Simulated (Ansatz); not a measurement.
Consider the following.

```
Nb
1.0
   -1.62238     1.62238     1.63646
    1.62238    -1.62238     1.63646
    1.65053     1.65053    -1.63646
Nb
1
Cartesian
  0.00000   0.00000   0.00000
```

No spin polarisation.

The values are results of DFT with PBEsol, PAW potentials and a 420 eV plane-wave cutoff in Ansatz (a first-principles code), no spin-orbit coupling, not measurements. Γ-centred 28×28×28 mesh, Fermi–Dirac width 0.1 eV.

**Question.** Predict the stress, space group and band gap.

**Answer.** 
* **Stress (xx, yy, zz, yz, xz, xy; compression positive)**: (0.0, 0.0, 0.0, 0.0, 0.0, -0.2) GPa
* **Space group**: Fmmm (No. 69)
* **Band gap**: zero

The cells carry an imposed strain or load. Whether these cells are dynamically stable was not tested. All final runs are without spin polarisation. The cell was made from Nb in the bcc (W type) structure (space group Im-3m, No. 229) by this change: tensor shear ε_xy = +0.86 %.
